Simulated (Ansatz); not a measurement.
Take TaS2 in the CdI2 type structure (space group P-3m1, No. 164; a = 3.277 Å, c = 5.587 Å; layered, stacked along the Cartesian z axis; relaxed with 0.1 eV smearing) as the base. Axes: x lies along a and z along c of the hexagonal cell.

Calculations: PBEsol-D3(BJ) (Ansatz, an electronic-structure program, PAW, no spin-orbit coupling).

Base values:

| Quantity | Result |
|---|---|
| Pressure | 0.0 GPa |
| Shortest interatomic distance | 2.445 Å |

Perturbation: tensile biaxial strain of 4.11 % in the plane normal to [001], as in epitaxy on a mismatched substrate; the out-of-plane cell vector and the atoms relax.

Question: What does the calculation give for the pressure after the change?

Answer: The pressure (mean of the normal stresses, compression positive) goes from zero to -5.3 GPa.

Question: How does this affect the shortest interatomic distance?

Answer: The shortest interatomic distance goes up by 0.023 Å, from 2.445 Å to 2.468 Å.

Stability against distortions was not tested. All final runs are without spin polarisation. An odd electron count without spin: TaS2.
